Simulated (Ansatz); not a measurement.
Ansatz (an electronic-structure program), DFT, PBE, plane waves, its default PAW files: fcc Cu, atoms displaced, 4 atoms. Basis and mesh were picked for this test and aren't claimed converged.

```json
{
 "cell": "3.62, 3.62, 3.62 Å; 90, 90, 90°",
 "distance_to_the_nearest_atom": "2.51 to 2.53 Å",
 "task": "single point",
 "k mesh": "10×10×10",
 "hamiltonian.xc": "pbe",
 "kind_of_files": "paw",
 "scf.occupations.method": "fermi_dirac",
 "scf.occupations.width": "0.1 eV",
 "output.forces": "true",
 "accuracy": "medium (default)",
 "basis.precision": "auto (default)",
 "basis.xc_grid": "2 (default)",
 "scf.eigensolver.kind": "auto (default)",
 "scf.mixing.algorithm": "auto (default)",
 "scf.mixing.preconditioner": "auto (default)",
 "scf.convergence.dr2_threshold": "1e-07 (default)",
 "scf.lower_state_search": "light (default)",
 "k-points after symmetry": "504",
 "bands_at_the_start": "43",
 "electrons": "76",
 "plane waves at Γ": "925",
 "cutoff (eV)": "420",
 "FFT grid": "25×25×25",
 "symmetry_operations": "1"
}
```

Machine: one whole node with four NVIDIA GB200 cards and two Grace (Neoverse V2) sockets of 72 cores, of which 136 in all may be used; each card has its host threads on the socket beside it.

Times are medians of repeated runs, from launch to exit, start-up of the cards included. No other job ran on the node; its own services took about 4 cores, and under one core (or 1.5 %) of those that a run was pinned to. Unless noted, each process is bound to its own block of adjacent cores. The build: release build for Arm (Neoverse V2), with CUDA, one process with threads; another build can shift the numbers. Scratch files lie in a memory file system.

Many jobs like this one are to be run. Ways to fill the node:
- 136 CPU threads, no card
- 4 copies of 34 CPU threads, no card
- 2 copies of 2 cards, 64 host threads
- 4 cards, 128 host threads
- 4 copies of 1 card, 32 host threads

Q: Which way finishes the most jobs an hour?

A: 4 copies of 34 CPU threads, no card: 6300 jobs an hour. At the low end 4 cards, 128 host threads gives 880. Alone on the node a one-card run takes 1.5 s, beside three others 4.3 s; the program's phases hold 0.56 s and 0.72 s of these, launch, set-up ahead of the first cycle and exit 0.86 s and 2.6 s (of the first copy).

```tsv
way	time till all copies end	in the phases	jobs an hour
4 copies of 34 CPU threads, no card	2.3 s	2.0 s	6300
4 copies of 1 card, 32 host threads	4.3 s	0.72 s	3400
136 CPU threads, no card	1.2 s	0.86 s	2900
2 copies of 2 cards, 64 host threads	3.8 s	0.41 s	1900
4 cards, 128 host threads	4.1 s	0.43 s	880
```

Keys are those of Ansatz 0.2.
